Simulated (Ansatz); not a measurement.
## Pt in the fcc (Cu type) structure (space group Fm-3m, No. 225)

Pt is modelled in the cubic space group Fm-3m (No. 225), the fcc (Cu type) structure, Pearson symbol cF4. Cell: a = b = c = 3.9183 Å, α = β = γ = 90.00°. Pt on 4a sees 12 Pt at 2.771 Å (cuboctahedral). (Neighbours: up to the widest gap in distance over summed covalent radii, below 1.35, at either atom.)
(The calculation used a cell of 1 atom; values per cell refer to that cell.)

Calculations: Ansatz (an electronic-structure program), PBEsol, PAW, cutoff 420 eV, no spin-orbit coupling. k-mesh 20×20×20 (Γ-centred); smearing 0.05 eV (Fermi–Dirac).

```yaml
volume_per_atom: 15.04 Å³
density: 21.54 g/cm³
band_gap: zero
total_energy: -12383.821 eV/atom (σ→0; compares only within this code and set-up)
```

No phonon test of stability was made. The final runs are not spin-polarised.
